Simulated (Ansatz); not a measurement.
Levels about the gap of amorphous Hf36O70 (106 atoms in a cell of 1363 Å³, 9.19 g/cm³; zone centre alone, so wide bands show as single levels with stretches between that a denser mesh fills), at the geometry that PBE relaxed, where it gives 0.0 GPa on a denser mesh. The participation number counts the atoms over which a state spreads; weights are charges in smoothed Voronoi cells. The levels come from a single point, so bond lengths are those of that geometry. Method of the levels: PBE, scalar-relativistic without spin-orbit coupling (Ansatz, an electronic-structure program). Sampling: the zone centre alone; Fermi-Dirac width 0.02 eV; no spin polarisation. The usual formal charges leave 4 electrons over, so the level spacing at the Fermi energy parts defect or band states and needn't be the band gap. At PBE the levels at the filled edge of the gap are localised (band-tail or defect states), and the nearest spread-out levels lie 4.1 eV apart at the zone centre.

A CHGNet melt-quench gave the starting glass, which DFT then relaxed. O atoms were pushed apart under 1.9 Å during the dynamics, to hinder bonds among them. The hot cell started wider than the set density and was brought back towards it in steps. It is the lowest in DFT energy of 4 quenches. It is a model cell: composition and starting density were chosen by hand, and all elements were melted together. No dispersion term was used. Its density started from a set value of 8.89 and ended at 9.19 g/cm³. The quench (nominally 120 K/ps over its main leg) was far faster than any real one, so the model tends to hold more defects than a real film. One small periodic cell is one sample of the glass; other quenches scatter about these values. The volume was free in the relaxation, at fixed shape. Stress components on the final sampling reach 3.2 GPa.

```json
[
 {"E - E(highest filled), eV": "-3.06", "filling": "filled", "participation number": "15.5", "largest on": "O, 3 neighbours", "weight O": "0.94", "weight Hf": "0.06"},
 {"E - E(highest filled), eV": "-3.01", "filling": "filled", "participation number": "9.9", "largest on": "O, 3 neighbours", "weight O": "0.95", "weight Hf": "0.05"},
 {"E - E(highest filled), eV": "-2.94", "filling": "filled", "participation number": "18.1", "largest on": "O, 4 neighbours", "weight O": "0.95", "weight Hf": "0.05"},
 {"E - E(highest filled), eV": "-2.88", "filling": "filled", "participation number": "11.6", "largest on": "O, 3 neighbours", "weight O": "0.95", "weight Hf": "0.05"},
 {"E - E(highest filled), eV": "-2.75", "filling": "filled", "participation number": "9.7", "largest on": "O, 3 neighbours", "weight O": "0.95", "weight Hf": "0.05"},
 {"E - E(highest filled), eV": "-0.13", "filling": "filled", "participation number": "7.4", "largest on": "Hf, 6 neighbours", "weight O": "0.34", "weight Hf": "0.66"},
 {"E - E(highest filled), eV": "0.00", "filling": "filled", "participation number": "8.8", "largest on": "Hf, 6 neighbours", "weight O": "0.39", "weight Hf": "0.61"},
 {"E - E(highest filled), eV": "1.05", "filling": "empty", "participation number": "40.0", "largest on": "Hf, 6 neighbours", "weight O": "0.42", "weight Hf": "0.58"},
 {"E - E(highest filled), eV": "1.08", "filling": "empty", "participation number": "26.9", "largest on": "Hf, 6 neighbours", "weight O": "0.39", "weight Hf": "0.61"},
 {"E - E(highest filled), eV": "1.15", "filling": "empty", "participation number": "33.9", "largest on": "Hf, 6 neighbours", "weight O": "0.39", "weight Hf": "0.61"},
 {"E - E(highest filled), eV": "1.27", "filling": "empty", "participation number": "39.5", "largest on": "Hf, 6 neighbours", "weight O": "0.39", "weight Hf": "0.61"},
 {"E - E(highest filled), eV": "1.35", "filling": "empty", "participation number": "26.4", "largest on": "Hf, 6 neighbours", "weight O": "0.37", "weight Hf": "0.63"},
 {"E - E(highest filled), eV": "1.36", "filling": "empty", "participation number": "33.2", "largest on": "Hf, 5 neighbours", "weight O": "0.40", "weight Hf": "0.60"},
 {"E - E(highest filled), eV": "1.42", "filling": "empty", "participation number": "32.9", "largest on": "Hf, 7 neighbours", "weight O": "0.38", "weight Hf": "0.62"}
]
```

Most localised among these is the filled level at -0.13 eV, on a Hf atom, which has 6 neighbours (O 2.13 Å, O 2.13 Å, O 2.14 Å, O 2.18 Å, O 2.19 Å, O 2.28 Å).
